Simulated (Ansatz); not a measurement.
**Zn: pressure 22.5 GPa**

Consider Zn in the hcp (Mg type) structure (space group P6_3/mmc, No. 194; a = 2.6358 Å, c = 4.6570 Å).

It is then changed as follows: cell and atoms relaxed at a pressure of 22.5 GPa.

All numbers come from PBEsol/PAW in Ansatz (a quantum-chemistry and plane-wave program), no SOC. Γ-centred 20×20×10 mesh, Fermi–Dirac width 0.05 eV.

| quantity | base | changed | shift |
|---|---|---|---|
| volume per atom | 14.01 Å³ | 11.90 Å³ | -2.11 Å³ |
| density | 7.75 g/cm³ | 9.13 g/cm³ | +1.374 g/cm³ |
| lattice parameter a | 2.636 Å | 2.525 Å | -0.1104 Å |
| c/a ratio | 1.767 | 1.706 | -0.0605 |
| shortest interatomic distance | 2.636 Å | 2.525 Å | -0.1104 Å |
| enthalpy H = E + PV relative to the base's energy | – | +1.80 eV/atom | – |
| band gap | zero | zero | – |

Final structure:

```yaml
crystal:
  lattice:
    - [2.52547, 0.00000, 0.00000]
    - [-1.26274, 2.18712, 0.00000]
    - [0.00000, 0.00000, 4.30923]
  atoms:
    - { symbol: Zn, position: [0.66667, 0.33333, 0.75000] }
    - { symbol: Zn, position: [0.33333, 0.66667, 0.25000] }
```

Load acts through the strain it causes; cell and atoms are relaxed under it. Stability against distortions was not tested. Competing high-pressure phases were not computed.
